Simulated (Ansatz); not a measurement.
## Rb: pressure 0.7 GPa

Take Rb in the bcc (W type) structure (space group Im-3m, No. 229; a = 5.675 Å) as the base.

It is then changed as follows: cell and atoms relaxed at a pressure of 0.7 GPa.

Level of theory: PBE, PAW, 420 eV (Ansatz, a program for electronic structure; no SOC). Settings: 12×12×12 k-points, 0.05 eV Fermi–Dirac smearing.

```tsv
quantity	base	changed	shift
volume per atom	91.39 Å³	76.27 Å³	-15.12 Å³
density	1.55 g/cm³	1.86 g/cm³	+0.31 g/cm³
lattice parameter a	5.675 Å	5.343 Å	-0.332 Å
enthalpy H = E + PV relative to the base's energy	–	+0.36 eV/atom	–
band gap	zero	zero	–
```

Load acts through the strain it causes; cell and atoms are relaxed under it. No phonon test of stability was made. All final runs are without spin polarisation.
